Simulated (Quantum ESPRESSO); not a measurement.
**Quick settings and what they miss: LiCaMg₆ (Amm2, 8 atoms in the cell)**

Self-consistent single point.

```xyz
8
Lattice="5.1178 0.0000 0.0000 0.0000 3.2089 5.6121 0.0000 -3.2089 5.6121" Properties=species:S:1:pos:R:3 pbc="T T T"
Li     2.5589     0.0000     7.4359
Ca     0.0000     0.0000     9.3286
Mg     0.0000     1.5687     6.5271
Mg     0.0000    -1.5687     6.5271
Mg     0.0000     0.0000     3.7753
Mg     2.5589     1.5635     4.7114
Mg     2.5589    -1.5635     4.7114
Mg     2.5589     0.0000     1.8802
```

Level of theory: PBEsol, SSSP 1.1.2 efficiency (PBE) pseudopotentials (plane waves; Quantum ESPRESSO 7.5).

Base settings: ecutwfc = 40 Ry; ecutrho = 320 Ry; occupations = smearing; smearing = methfessel-paxton; degauss = 0.0036749 Ry; input_dft = pbesol; potentials = {Li: li_pbe_v1.4.uspp.F.UPF, Ca: Ca_pbe_v1.uspp.F.UPF, Mg: Mg.pbe-n-kjpaw_psl.0.3.0.UPF}; K_POINTS = automatic 5 5 5 0 0 0; conv_thr = 1e-10 Ry; mixing_beta = 0.4.

Tight run (finer mesh or higher cutoff; not a proven limit): ecutwfc: 40 Ry → 56 Ry; ecutrho: 320 Ry → 448 Ry; conv_thr: 1e-10 Ry → 7.3e-11 Ry; K_POINTS: automatic 5 5 5 0 0 0 → automatic 7 7 7 0 0 0. It gave Fermi level (on the code's own zero) 3.94 eV; pressure 1.74 GPa; largest force (vector length) 0.076 eV/Å.

Quick runs, as changes from the base:
- A: the base itself
- B: ecutwfc: 40 Ry → 24 Ry; ecutrho: 320 Ry → 192 Ry; K_POINTS: automatic 5 5 5 0 0 0 → automatic 6 6 6 1 1 1
- C: ecutwfc: 40 Ry → 20 Ry; ecutrho: 320 Ry → 160 Ry; K_POINTS: automatic 5 5 5 0 0 0 → automatic 4 4 4 0 0 0
- D: smearing: methfessel-paxton → gaussian; degauss: 0.0036749 Ry → 0.0099958 Ry; K_POINTS: automatic 5 5 5 0 0 0 → automatic 4 4 4 0 0 0
- E: ecutwfc: 40 Ry → 28 Ry; ecutrho: 320 Ry → 224 Ry; conv_thr: 1e-10 Ry → 7.3e-05 Ry; K_POINTS: automatic 5 5 5 0 0 0 → automatic 4 4 4 0 0 0

Energies are extrapolated to zero smearing width, which holds to low order in the width alone (under cold and Methfessel-Paxton smearing the free energy itself is taken).

The count of work is k-points × plane waves × bands × iterations; it is no time. Core times come from one kind of shared machine and are given to one figure; runs under 30 s give none.

The starting cell comes from a database of computed structures (which also holds hypothetical and non-ambient phases and stackings), without a prior relaxation at this level. Its lattice was rescaled by a random factor within 2.5 % of one.

| run | energy less tight (meV/atom) | pressure less tight (GPa) | largest miss in a force vector (eV/Å) | count of work / tight | core time / tight (rough) |
|---|---|---|---|---|---|
| A | -4.9 | 0.03 | 0.032 | 0.23 | 0.3 |
| B | 17.5 | -0.83 | 0.011 | 0.15 | 0.2 |
| C | 92.5 | -3.32 | 0.036 | 0.059 | 0.08 |
| D | 2.9 | 0.02 | 0.023 | 0.18 | 0.3 |
| E | 6.2 | -0.10 | 0.038 | 0.045 | 0.07 |

Among the runs at the tight run's level, the energy misses run from 2.9 to 92.5 meV/atom.

Left out of this page: 1 run of the series outside the window shown, repeating another row's setting, or not comparable.
